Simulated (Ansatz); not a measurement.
Start from Tl in the hcp (Mg type) structure (space group P6_3/mmc, No. 194; a = 3.520 Å, c = 5.602 Å). Axes: x lies along a and z along c of the hexagonal cell.

Computed with Ansatz (an electronic-structure program) r2SCAN, spin-orbit coupling left out.

Free-standing slabs (1 atom(s) a layer) normal to the z axis with 15 Å of vacuum; in-plane cell held at bulk.

One change was made to it. Results:

The shortest interatomic distance decreases by 0.056 Å to 3.405 Å; the excess energy per area of both faces (slab less bulk energy over the cell's area: twice a surface energy) amounts to 0.7 J/m² (uncertain by up to 0.07 J/m²).

**Question.** Name the change that was made.
A. 7 layers
B. 3 layers
C. 4 layers
D. 5 layers

**Answer.** D, 5 layers. For comparison, the shortest interatomic distance in the other runs: 4 layers gives 3.323 Å; 3 layers gives 3.385 Å; 7 layers gives 3.392 Å.

Slab and bulk use different k-meshes, which limits the precision of the excess energy. Stability against distortions was not tested.
